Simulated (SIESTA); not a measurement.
Worked example: self-consistent single point of HfZn2 (Fd-3m, 6 atoms in the cell) in SIESTA

Method: LDA PW92, numerical atomic orbitals DZP, PseudoDojo LDA standard norm-conserving potentials (rewritten from UPF to PSML) (SIESTA 5.4.2).

This input was run:

```
# files in the folder: Hf.psml Zn.psml (PseudoDojo LDA standard)
SystemName  HfZn2
SystemLabel hfzn2

NumberOfAtoms                6
NumberOfSpecies              2
%block ChemicalSpeciesLabel
  1 72 Hf
  2 30 Zn
%endblock ChemicalSpeciesLabel
LatticeConstant              1.0 Ang
%block LatticeVectors
     0.000000000    3.555637000    3.555637000
     3.555637000    0.000000000    3.555637000
     3.555637000    3.555637000    0.000000000
%endblock LatticeVectors
AtomicCoordinatesFormat      Ang
%block AtomicCoordinatesAndAtomicSpecies
     5.333455500    5.333455500    5.333455500  1
     3.555637000    3.555637000    3.555637000  1
     2.666727750    2.666727750    0.888909250  2
     2.666727750    0.888909250    2.666727750  2
     0.888909250    0.888909250    0.888909250  2
     0.888909250    2.666727750    2.666727750  2
%endblock AtomicCoordinatesAndAtomicSpecies

XC.functional                LDA
XC.authors                   PW92
PAO.BasisSize                DZP
PAO.EnergyShift              0.005 Ry
MeshCutoff                   350 Ry
%block kgrid.MonkhorstPack
    5   0   0  0.0
    0   5   0  0.0
    0   0   5  0.0
%endblock kgrid.MonkhorstPack
OccupationFunction           FD
ElectronicTemperature        1160.45 K
Spin                         polarized
%block DM.InitSpin
  1 +1.00
  2 +1.00
  3 +0.00
  4 +0.00
  5 +0.00
  6 +0.00
%endblock DM.InitSpin

MaxSCFIterations             150
SCF.Mixer.Method             Pulay
SCF.Mixer.Weight             0.1
SCF.Mixer.History            6
SCF.DM.Tolerance             1.0E-05
Diag.ParallelOverK           true
WriteForces                  true
Charge.Mulliken              end
```

The program printed (abridged):

```
reinit: Reading from file input.fdf

reinit: System Name: HfZn2
reinit: System Label: hfzn2

NOTE on units for spin output:
{S} is the spin magnetic moment, in units of the Bohr magneton,
assuming a g-factor for the electron spin of exactly 2.
The spin magnetic moment is then numerically equal to the charge inbalance,
in units of electrons, between the spin-up and -down channels.

coor:   Atomic-coordinates input format  =     Cartesian coordinates
coor:                                          (in Angstroms)

siesta: Atomic coordinates (Bohr) and species
siesta:     10.07877  10.07877  10.07877  1        1
siesta:      6.71918   6.71918   6.71918  1        2
siesta:      5.03939   5.03939   1.67980  2        3
siesta:      5.03939   1.67980   5.03939  2        4
siesta:      1.67980   1.67980   1.67980  2        5
siesta:      1.67980   5.03939   5.03939  2        6

siesta: System type = bulk

initatomlists: Number of atoms, orbitals, and projectors:      6   114   136

siesta: ******************** Simulation parameters ****************************
redata: Spin configuration                          = collinear
redata: Time-Reversal Symmetry                      = T
redata: Number of Atomic Species                    =        2
redata: Mesh Cutoff                                 =   350.0000 Ry
redata: Net charge of the system                    =     0.0000 |e|
redata: Min. number of SCF Iter                     =        0
redata: Max. number of SCF Iter                     =      150
redata: SCF convergence failure will abort job
redata: SCF mix quantity                            = Hamiltonian
redata: Mix DM or H after convergence               =   F
redata: Recompute H after scf cycle                 =   F
redata: Mix DM in first SCF step                    =   T
redata: No kicks to SCF
redata: DM Mixing Weight for Kicks                  =     0.5000
   [... lines left out ...]

superc: Internal auxiliary supercell:     5 x     5 x     5  =     125
superc: Number of atoms, orbitals, and projectors:    750  14250  17000

                        Single-point calculation

superc: Internal auxiliary supercell:     5 x     5 x     5  =     125
superc: Number of atoms, orbitals, and projectors:    750  14250  17000

outcell: Unit cell vectors (Ang):
        0.000000    3.555637    3.555637
        3.555637    0.000000    3.555637
        3.555637    3.555637    0.000000

outcell: Cell vector modules (Ang)   :    5.028430    5.028430    5.028430
outcell: Cell angles (23,13,12) (deg):     60.0000     60.0000     60.0000
outcell: Cell volume (Ang**3)        :     89.9047
new_DM -- step:     1
Initializing Density Matrix...

Attempting to read DM from file... Failed...
initDM: WARNING: atom 3 has a closed-shell and cannot be polarized
initDM: WARNING: atom 4 has a closed-shell and cannot be polarized
initDM: WARNING: atom 5 has a closed-shell and cannot be polarized
initDM: WARNING: atom 6 has a closed-shell and cannot be polarized
DM filled with atomic data (user-defined):

InitMesh: MESH = 48 x 48 x 48 = 110592
InitMesh: Mesh cutoff (required, used) =   350.000   377.756 Ry

stepf: Fermi-Dirac step function
        iscf     Eharris(eV)        E_KS(eV)     FreeEng(eV)     dDmax    Ef(eV) dHmax(eV)
   scf:    1   -25470.318317   -25699.774029   -25700.011376  1.269825 -1.419582 38.733086
     spin moment: {S} , |S| = {        0.0        0.0    0.51165 }     0.51165
   scf:    2   -25849.656553   -25791.084927   -25791.256089  0.331067 -1.906416 17.141547
     spin moment: {S} , |S| = {        0.0        0.0    1.00210 }     1.00210
   scf:    3   -25813.848904   -25804.935558   -25805.103672  0.096525 -1.859904  7.143304
     spin moment: {S} , |S| = {        0.0        0.0    1.00838 }     1.00838
   scf:    4   -25795.512147   -25803.713979   -25803.866103  0.207454 -1.890808  7.842658
     spin moment: {S} , |S| = {        0.0        0.0    0.69412 }     0.69412
   scf:    5   -25809.323222   -25807.028116   -25807.205733  0.083235 -2.129377  3.249477
     spin moment: {S} , |S| = {        0.0        0.0    0.79383 }     0.79383
   scf:    6   -25807.470505   -25807.257834   -25807.436490  0.010022 -2.137164  2.520363
   [... lines left out ...]
   scf:   16   -25807.648788   -25807.648755   -25807.848695  0.001311 -2.253486  0.002010
     spin moment: {S} , |S| = {        0.0        0.0   -0.00280 }    -0.00280
   scf:   17   -25807.648763   -25807.648759   -25807.848695  0.000199 -2.253137  0.001132
     spin moment: {S} , |S| = {        0.0        0.0   -0.00589 }    -0.00589
   scf:   18   -25807.648813   -25807.648778   -25807.848695  0.001021 -2.252744  0.000461
     spin moment: {S} , |S| = {        0.0        0.0    0.00924 }     0.00924
   scf:   19   -25807.648778   -25807.648778   -25807.848695  0.000074 -2.252727  0.000337
     spin moment: {S} , |S| = {        0.0        0.0    0.00809 }     0.00809
   scf:   20   -25807.648778   -25807.648776   -25807.848697  0.000503 -2.252687  0.000042
     spin moment: {S} , |S| = {        0.0        0.0    0.00039 }     0.00039
   scf:   21   -25807.648776   -25807.648776   -25807.848697  0.000004 -2.252687  0.000038
     spin moment: {S} , |S| = {        0.0        0.0    0.00033 }     0.00033
SCF Convergence by DM+H criterion
max |DM_out - DM_in|         :     0.0000036692
max |H_out - H_in|      (eV) :     0.0000383836
SCF cycle converged after 21 iterations

Using DM_out to compute the final energy and forces

siesta: E_KS(eV) =           -25807.6488

siesta: E_KS - E_eggbox =    -25807.6488

siesta: Atomic forces (eV/Ang):
     1   -0.000000   -0.000000   -0.000000
     2    0.000000    0.000000    0.000000
     3   -0.000000   -0.000000   -0.000000
     4   -0.000000    0.000000    0.000000
     5    0.000000    0.000000   -0.000000
     6    0.000000   -0.000000    0.000000
   Tot    0.000000    0.000000   -0.000000
   Max    0.000000
   Res    0.000000    sqrt( Sum f_i^2 / 3N )
   Max    0.000000    constrained

Stress tensor Voigt[x,y,z,yz,xz,xy] (kbar):       -4.13       -4.13       -4.13       -0.00       -0.00       -0.00
(Free)E + p*V (eV/cell)   -25807.6168
Target enthalpy (eV/cell)   -25807.8487

siesta: Program's energy decomposition (eV):
siesta: Ebs     =     -4153.462427
siesta: Eions   =     29791.894285
siesta: Ena     =      1277.070593
siesta: Ekin    =     10793.083498
siesta: Enl     =     -5071.769503
siesta: Eso     =         0.000000
siesta: Edftu   =         0.000000
siesta: DEna    =       156.299373
siesta: DUscf   =        11.117911
siesta: DUext   =         0.000000
siesta: Ex      =     -2932.581328
siesta: Ec      =      -248.975036
siesta: Exc     =     -3181.556364
siesta: Eharris =    -25807.648776
siesta: Etot    =    -25807.648776
siesta: FreeEng =    -25807.848697

siesta: Stress tensor (static) (eV/Ang**3):
siesta:    -0.002579   -0.000000   -0.000000
siesta:    -0.000000   -0.002579    0.000000
siesta:    -0.000000   -0.000000   -0.002579

siesta: Cell volume =         89.904669 Ang**3

siesta: Pressure (static):
siesta:                Solid            Molecule  Units
siesta:           0.00002809          0.00002809  Ry/Bohr**3
siesta:           0.00257941          0.00257941  eV/Ang**3
siesta:           4.13266250          4.13266247  kBar

mulliken: Atomic and Orbital Populations:

mulliken: Spin UP

Species: Hf
Atom  Qatom  Qorb
   [... lines left out ...]

Species: Zn
Atom  Qatom  Qorb
               3s      4s      4s      3py     3pz     3px     4py     4pz
               4px     3dxy    3dyz    3dz2    3dxz    3dx2-y2 3dxy    3dyz
               3dz2    3dxz    3dx2-y2
   3  9.826   0.994   0.600  -0.232   1.005   1.005   1.005   0.182   0.182
              0.182   0.945   0.945   0.947   0.945   0.947   0.036   0.036

              0.034   0.036   0.034
   4  9.826   0.994   0.600  -0.232   1.005   1.005   1.005   0.182   0.182
              0.182   0.945   0.945   0.947   0.945   0.947   0.036   0.036

              0.034   0.036   0.034
   5  9.826   0.994   0.600  -0.232   1.005   1.005   1.005   0.182   0.182
              0.182   0.945   0.945   0.947   0.945   0.947   0.036   0.036

              0.034   0.036   0.034
   6  9.826   0.994   0.600  -0.232   1.005   1.005   1.005   0.182   0.182
              0.182   0.945   0.945   0.947   0.945   0.947   0.036   0.036

              0.034   0.036   0.034

mulliken: Qtot =       52.000

Mulliken Atomic Populations:
Atom #   charge [q] valence [e]      Sz [e]  Species
     1    -0.694824   12.694824    0.000153  Hf
     2    -0.694824   12.694824    0.000153  Hf
     3     0.347412   19.652588    0.000007  Zn
     4     0.347412   19.652588    0.000007  Zn
     5     0.347412   19.652588    0.000007  Zn
     6     0.347412   19.652588    0.000007  Zn
 Total     0.000000                0.000332
```

The run converged in 21 iterations.

The starting cell comes from a database of computed structures (which also holds hypothetical and non-ambient phases and stackings), without a prior relaxation at this level. Its lattice was rescaled by a random factor within 2.5 % of one. The starting moments vanished: the run ended non-magnetic. Values carry the incompleteness of an atom-centred basis.

Cost on one core of a shared machine: roughly 90 s.
